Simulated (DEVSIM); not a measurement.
Device: Mo/Al2O3/p-Si capacitor, at 400 K.

| layer (left to right) | material | thickness (nm) | Na (cm⁻³) |
|---|---|---|---|
| 1 | Al2O3 | 11.0 | - |
| 2 | Si | 440 | 1.7e18 |

Metal gate on the left, work function 4.6 eV. Fixed charge at the semiconductor interface -3.4e11 cm⁻² (in units of +e); no interface traps.

This is a model device: material constants are rounded textbook-type values typed into the input, and sizes, dopings and lifetimes were drawn at random. Values at 300 K; Nc and Nv go as T^1.5, mobilities as T to minus their exponent, the gap by Varshni's rule with the affinity fixed.

```csv
parameter,Al2O3,Si
gap (eV),6.8,1.124
affinity (eV),1.35,4.05
permittivity,9,11.7
Nc (cm⁻³),-,2.86e19
Nv (cm⁻³),-,3.1e19
Varshni α (eV/K),-,0.000473
Varshni β (K),-,636
```

Simulated with DEVSIM: 1D Poisson equation in equilibrium, Boltzmann statistics, complete ionisation; no quantum confinement or tunnelling. Metal contacts follow the ideal Schottky-Mott rule: no Fermi-level pinning, no interface dipoles.

Tabulate band edges, carrier densities and field at 0.6 V on the gate.

Energies count from the Fermi level of the right contact; mesh points crowd at the junctions.

| x (μm) | Ec (eV) | Ev (eV) | n (cm⁻³) | p (cm⁻³) | field (V/cm) |
|---|---|---|---|---|---|
| 0.000 | 2.650 | -4.150 | < 1e2 | < 1e2 | 610000 |
| 0.0009759 | 2.709 | -4.091 | < 1e2 | < 1e2 | 610000 |
| 0.002487 | 2.801 | -3.999 | < 1e2 | < 1e2 | 610000 |
| 0.005098 | 2.960 | -3.840 | < 1e2 | < 1e2 | 610000 |
| 0.008594 | 3.173 | -3.627 | < 1e2 | < 1e2 | 610000 |
| 0.01014 | 3.267 | -3.533 | < 1e2 | < 1e2 | 610000 |
| 0.01100 | 0.619 | -0.477 | 7.0e11 | 4.6e13 | 520000 |
| 0.01254 | 0.680 | -0.416 | 1.2e11 | 2.7e14 | 370000 |
| 0.01498 | 0.763 | -0.333 | 1.1e10 | 3.0e15 | 310000 |
| 0.01959 | 0.879 | -0.217 | 3.7e8 | 8.7e16 | 190000 |
| 0.02774 | 0.965 | -0.131 | 3.0e7 | 1.1e18 | 42000 |
| 0.05144 | 0.981 | -0.115 | 1.9e7 | 1.7e18 | 72 |
| 0.08879 | 0.981 | -0.115 | 1.9e7 | 1.7e18 | ≈ 0 |
| 0.1597 | 0.981 | -0.115 | 1.9e7 | 1.7e18 | ≈ 0 |
| 0.3095 | 0.981 | -0.115 | 1.9e7 | 1.7e18 | ≈ 0 |
| 0.3744 | 0.981 | -0.115 | 1.9e7 | 1.7e18 | ≈ 0 |
| 0.4112 | 0.981 | -0.115 | 1.9e7 | 1.7e18 | ≈ 0 |
| 0.4306 | 0.981 | -0.115 | 1.9e7 | 1.7e18 | ≈ 0 |
| 0.4429 | 0.981 | -0.115 | 1.9e7 | 1.7e18 | ≈ 0 |
| 0.4471 | 0.981 | -0.115 | 1.9e7 | 1.7e18 | ≈ 0 |
| 0.4495 | 0.981 | -0.115 | 1.9e7 | 1.7e18 | ≈ 0 |
| 0.4510 | 0.981 | -0.115 | 1.9e7 | 1.7e18 | ≈ 0 |
